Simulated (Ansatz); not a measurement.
## Be, response to strain

Take Be in the hcp (Mg type) structure (space group P6_3/mmc, No. 194; a = 2.255 Å, c = 3.558 Å; relaxed with 0.1 eV smearing) as the base. Axes: x lies along a and z along c of the hexagonal cell.

Strains are applied to the cell and any free atomic positions relax.

Calculations: PBEsol/PAW in Ansatz (an electronic-structure program), without spin-orbit coupling.

Notes on the quantities. energy relative to the base: free energy F.

```csv
uniaxial strain ε_zz (%),energy relative to the base (meV/atom)
-3,8.9
-2.5,?
-2,3.9
-1.5,2.2
-1,1.0
-0.5,0.2
0,0.0
```

Task: Fit ΔE = Aε² + Bε³ (ε in %) to the rows shown and predict the withheld row.

Result: Least squares on the printed values gives A = 0.960 and B = -0.0096 meV/atom (largest residual 0.0 meV/atom); this predicts 6.1 meV/atom, and the run gives 6.1 meV/atom, in agreement.

Whether these cells are dynamically stable was not tested.
